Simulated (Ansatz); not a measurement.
The starting structures come from a database of crystals and need not be the phases stable at ambient conditions.

Data:

```
CELL_PARAMETERS angstrom
      7.71461     0.00000     0.00000
      0.00000     7.71461     0.00000
      3.85730    -3.85730     3.85730
ATOMIC_POSITIONS crystal
  V  0.00000 0.00000 0.00000
  Tl 0.50000 0.50000 0.00000
  Tl 0.00000 0.50000 0.00000
  Tl 0.50000 0.00000 0.00000
  Se 0.34276 0.65724 0.65724
  Se 0.65724 0.00000 0.34276
  Se 0.00000 0.00000 0.65724
  Se 0.00000 0.34276 0.34276
```

Space group of this cell: I-43m. The cell was relaxed by PBE-D3(BJ); by r2SCAN its mean pressure is 0.8 GPa.

Transport runs along the normal of the first two printed cell vectors, the (001) plane of the conventional cell.

The gap is the functional's own, uncorrected, and κ follows it; spin-orbit coupling is left out. Mid-gap values are interpolated between the computed energies.

Problem. State the band gap and the smallest decay constant κ at mid-gap according to Ansatz (a quantum-chemistry and plane-wave program) with r2SCAN.

Solution. Gap 1.72 eV on a 8×8×8 mesh; κ = 0.280 1/Å, at (0.500, 0.000) of the in-plane reciprocal vectors. At the zone centre, at the nearest computed energy, the slowest state has κ = 0.28 1/Å.
